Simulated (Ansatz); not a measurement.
Reference: TlI (Pm-3m), PBEsol, rigid bands (plane waves, PAW, scalar-relativistic; Ansatz, an electronic-structure program); axes and stresses refer to this cell.

```yaml
crystal:
  lattice:
    - [4.13681, 0.00000, 0.00000]
    - [0.00000, 4.13681, 0.00000]
    - [0.00000, 0.00000, 4.13681]
  atoms:
    - { symbol: Tl, position: [0.00000, 0.00000, 0.00000] }
    - { symbol: I, position: [0.50000, 0.50000, 0.50000] }
```

The band gap is 1.35 eV and the Seebeck coefficient, p-type 1e19 cm⁻³ is 455 μV/K. The electron conductivity mass is 0.34 mₑ.

Change: spin-orbit coupling switched on. What happens to band gap, Seebeck coefficient, p-type 1e19 cm⁻³, electron conductivity mass?

band gap drops to 0.48 eV; Seebeck coefficient, p-type 1e19 cm⁻³ decreases to 395 μV/K; electron conductivity mass shrinks to 0.26 mₑ.

Masses are for dilute carriers at 300 K, harmonic means over directions unless an axis is named. Seebeck coefficients are for the stated density at 300 K, with one relaxation time for all states and whether or not that doping can be reached. Spin-orbit coupling is left out unless a row names it; without it the gap and masses of crystals with these elements can be far off. 

Formula and space group known from diffraction (Crystallography Open Database), not checked to be the room-temperature form: TlI (Pm-3m).
